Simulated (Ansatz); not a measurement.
Take MoSe₂ in the 2H-MoS2 type structure (space group P6_3/mmc, No. 194; layered, stacked along the Cartesian z axis) as the base.

```yaml
crystal:
  lattice:
    - [3.22771, 0.00000, 0.00000]
    - [-1.61385, 2.79528, 0.00000]
    - [0.00000, 0.00000, 12.34687]
  atoms:
    - { symbol: Mo, position: [0.33333, 0.66667, 0.25000] }
    - { symbol: Mo, position: [0.66667, 0.33333, 0.75000] }
    - { symbol: Se, position: [0.33333, 0.66667, 0.61470] }
    - { symbol: Se, position: [0.66667, 0.33333, 0.11470] }
    - { symbol: Se, position: [0.66667, 0.33333, 0.38530] }
    - { symbol: Se, position: [0.33333, 0.66667, 0.88530] }
```

Computed with plane-wave PAW DFT at the PBEsol-D3(BJ) level (Ansatz, an electronic-structure program, 420 eV), scalar-relativistic without spin-orbit coupling.

```csv
level,band gap,lattice parameter a,lattice parameter c
PBEsol-D3(BJ),0.54 eV,3.228 Å,12.347 Å
```

Measured: band gap 1.09 eV (room temperature; as listed in Carlos M. O. Bastos et al., Physical Review Materials (2019)); lattice parameter a 3.289 Å (room temperature; as listed in arXiv:1605.07067); lattice parameter c 12.927 Å (room temperature; as listed in arXiv:1605.07067).

Computed minus measured — band gap: PBEsol-D3(BJ) -0.55 eV; lattice parameter a: PBEsol-D3(BJ) -1.9 %; lattice parameter c: PBEsol-D3(BJ) -4.5 %. Measured values not marked as corrected hold thermal and zero-point effects that the static-lattice runs lack. A measured gap can be an optical one, lowered by exciton binding. Levels without spin-orbit coupling miss its effect on the gap.

Stability against distortions was not tested.
